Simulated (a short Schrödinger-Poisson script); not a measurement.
Structure: MOS inversion layer, SiO2 on p-type Si(110), at 300 K.

```tsv
layer	material	thickness (nm)	Na (cm⁻³)
1	SiO2	2.3	-
2	Si	1200	1.2e17
```

The device is made up for the run: typed textbook-type constants, with dimensions and the other settings drawn at random. SiO2: permittivity 3.9, conduction-band edge (eV) 3.15, gap (eV) 9, electron mass (mₑ) 0.5. Si: permittivity 11.7, conduction-band edge (eV) 0, gap (eV) 1.124, Nv at 300 K (cm⁻³) 3.1e19.

Channel valleys (confinement mass, in-plane density-of-states mass, number): Δ4 0.315, 0.324, 4; Δ2 0.19, 0.417, 2. At the gate the conduction-band edge of layer 1 lies 3.67 eV − eVg above the Fermi level of the channel; the field vanishes at the back. Gaps are held at their typed values at every temperature. Mesh 0.03 nm at interfaces.

From a short Schrödinger-Poisson script (our own, NumPy): 1D Poisson equation in equilibrium, electrons quantum, Hartree (BenDaniel-Duke, 12 states a valley, the channel's in-plane mass for all, wave functions free to enter the dielectric), parabolic valleys, classical holes, full ionisation, no traps, pinning or gate leakage.

The same stack at other levels of the model or other numerical settings:

```
run                                          sheet density of all electrons at Vg = 2.1 V (cm⁻²)  sheet density of all electrons at Vg = 0.9 V (cm⁻²)  capacitance at Vg = 2.1 V (μF/cm²)  centroid of the channel electrons at Vg = 2.1 V (nm)  rough cost against the base
-------------------------------------------  ---------------------------------------------------  ---------------------------------------------------  ----------------------------------  ----------------------------------------------------  ---------------------------
base                                                                                     1.10e13                                              1.77e12                                1.29                                                  1.67                      about 1
electrons treated as classical, Boltzmann                                                1.28e13                                              2.31e12                                1.45                                                  0.50                         0.03
electrons treated as classical, Fermi-Dirac                                              1.24e13                                              2.27e12                                1.38                                                  0.72                          0.1
mesh six times as coarse                                                                 1.09e13                                              1.76e12                                1.29                                                  1.69                          0.3
one subband a valley                                                                     1.10e13                                              1.76e12                                1.29                                                  1.62                          0.5
```

The classical rows ignore confinement, and Boltzmann statistics overrate the density once the band edge passes the Fermi level.
